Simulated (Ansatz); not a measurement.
## zinc-blende BAs: the defect Se on the As site (broken-bond start)

Method: PBE, PAW (plane waves to 420 eV; Ansatz, a quantum-chemistry and plane-wave program). Cell: 64 sites, 2×2×2; final energies on a 2×2×2 shifted mesh. Sites at the start: the As site; started 0.95 Å off site, one bond broken. Energies of charged states are corrected for periodic images (point charge plus alignment at distant sites). Dielectric constants: PBE linear response of the host. Host gap at this level: 1.20 eV. These values are not converged in cell size to better than tenths of an eV. Levels are measured in PBE's own, too narrow, gap. Spin–orbit coupling is left out. Each state is the lowest found from its start.

```json
[
 {"charge": "+1", "moment (μB)": "not spin-polarised", "largest move off a lattice site (Å)": "0.04", "image correction with alignment (eV)": "0.21"},
 {"charge": "0*", "moment (μB)": "1.0", "largest move off a lattice site (Å)": "0.07", "image correction with alignment (eV)": "–"},
 {"charge": "−1*", "moment (μB)": "not spin-polarised", "largest move off a lattice site (Å)": "0.10", "image correction with alignment (eV)": "–"}
]
```

* At this level the carrier isn't localised at the defect: at charge 0 electrons occupy the conduction band; at charge −1 electrons occupy the conduction band. Such a state is shallow or no state of the defect, and this cell gives it no level.

No other site or start that was run ended lower by more than 0.1 eV.

Flagged in the runs: a doubtful potential alignment.
